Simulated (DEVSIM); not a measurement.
System: n-channel Si planar bulk MOSFET with SiON, at 300 K.

```yaml
gate_length: 50 nm
source_drain_length: 40 nm
dielectric_thickness: 2.3 nm
lateral_straggle: 3.9 nm
underlap: 0 nm
junction_depth: 28.5 nm
substrate_depth: 171 nm
gate_work_function: 4.22 eV
source_and_drain_doping: 8.7e19 cm⁻³, Gaussian tails under the gate
body_doping: 2.1e18 cm⁻³
lifetime: 2e-8 s
supply: 0.6 V
halo_peak: 2.8e18 cm⁻³
back_or_body_bias: -0.5 V
```

All mobilities are scaled by 0.3; velocity saturation, μ/(1 + (μE/vsat)^b)^(1/b) with b = 2 for electrons and 1 for holes and E the electric field along each mesh edge, is on. Mobility is constant in doping.

The device is made up for the run: typed textbook-type constants, with dimensions and the other settings drawn at random. Values at 300 K.

Si: gap (eV) 1.124, affinity (eV) 4.05, permittivity 11.7, Nc (cm⁻³) 2.86e19, Nv (cm⁻³) 3.1e19, μn (cm²/Vs) 1417, μp (cm²/Vs) 470, vsat,n (cm/s) 1e7, vsat,p (cm/s) 8.4e6. SiON: gap (eV) 7, affinity (eV) 1.4, permittivity 5.5.

Model (solved in DEVSIM): 2D drift-diffusion, Boltzmann statistics, complete ionisation; no quantum confinement, tunnelling, impact ionisation, self-heating, contact resistance or fringe fields beside the gate. Metal contacts follow the ideal Schottky-Mott rule: no Fermi-level pinning, no interface dipoles.

Transfer curves, |Id| in μA/μm:

```
Vg (V)  Vd = 0.05 V  Vd = 0.6 V
------  -----------  ----------
-0.06      5.027e-7    2.597e-6
-0.03      1.216e-6    6.260e-6
0          2.925e-6    1.510e-5
0.03       7.031e-6    3.642e-5
0.06       1.691e-5    8.776e-5
0.09       4.063e-5   0.0002113
0.12       9.758e-5   0.0005082
0.15      0.0002341    0.001220
0.18      0.0005611    0.002925
0.21       0.001343    0.006994
0.24       0.003206     0.01668
0.27       0.007637     0.03967
0.3         0.01814     0.09393
0.33        0.04292      0.2212
0.36         0.1010      0.5163
0.39         0.2361       1.190
0.42         0.5454       2.681
0.45          1.237       5.832
0.48          2.722       12.00
0.51          5.709       22.84
0.54          11.17       39.64
0.57          19.99       62.69
0.6           32.55       91.38
```

Work out the subthreshold swing at low drain bias from the rows at -0.06 and -0.03 V, and compare it with the thermal limit.

log10(1.216e-6/5.027e-7) = 0.384 over 30.0 mV, so S = 78.2 mV/decade. The limit kT/q ln 10 is 59.5 mV/decade; the ratio is 1.31. This is the steepest step of the table.

Find both thresholds at the constant current 0.1 μA × (1 μm/L) a micrometre, and the DIBL.

The current is 2.00 μA/μm. Interpolating ln Id gives 0.468 V and 0.409 V; their difference over the 0.55 V of drain bias is 110 mV/V.

Source and drain are degenerate, where Boltzmann statistics are only rough. The electric field that drives the saturation includes the junctions' built-in field, which lowers the mobility there even at small currents: subthreshold currents come out too low, a known weakness of this choice.
